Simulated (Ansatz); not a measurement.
# Si, element substitutions

Take Si in the diamond structure (space group Fd-3m, No. 227; a = 5.434 Å) as the base.

Each row replaces one element on all its sites; cell and atoms are relaxed.

Levels (all Ansatz, a quantum-chemistry and plane-wave program, PAW, earlier PAW set): PBEsol (420 eV, without spin-orbit coupling); r2SCAN (500 eV, scalar-relativistic without spin-orbit coupling).

Pressures by level, all at the geometries relaxed with PBEsol:

```
case      PBEsol   r2SCAN
-------  -------  -------
base     0.0 GPa  0.6 GPa
Si → Co  0.0 GPa  2.9 GPa
Si → Mg  0.0 GPa  0.4 GPa
```

The magnetic state is the one reached from the starting moments; the real material's order can differ, and small cells can't hold many antiferromagnetic ones. Single points use the geometry relaxed with PBEsol. Their cutoffs differ, which shifts pressures a little. Stability against distortions was not tested. As relaxed here, Mg is a hypothetical phase, not in the database extracts checked. For Co in this form, whether it has been made was not checked. This is not the structure that Co has at room temperature and ambient pressure.
